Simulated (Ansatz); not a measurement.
Take CdSe in the zinc blende structure (space group F-43m, No. 216; a = 6.0075 Å) as the base. Axes: x, y, z lie along the cube axes.

Method: Kohn–Sham DFT with the LDA functional, run in Ansatz (a quantum-chemistry and plane-wave program) with PAW and 420 eV plane waves, no spin-orbit coupling.

Before the change:

Valence-band top at Γ: 0.00, 0.00, 0.00 eV

One thing is altered: uniaxial strain ε_zz = −2.00 %, all other strain components held at zero; the atoms relax in the strained cell.

Question: Predict the new energy relative to the base.

Answer: The energy increases by 2.4 meV/atom.

Question: What happens to the valence-band top at Γ?

Answer: The valence-band top at Γ (three highest levels, from the VBM) changes from 0.00, 0.00, 0.00 eV to 0.00, -0.07, -0.07 eV.

Question: What happens to the stress?

Answer: The stress (xx, yy, zz, yz, xz, xy; compression positive) is (1.11, 1.11, 1.44, 0.00, 0.00, 0.00) GPa.

The levels and masses belong to the bands next to the band gap. No phonon test of stability was made.
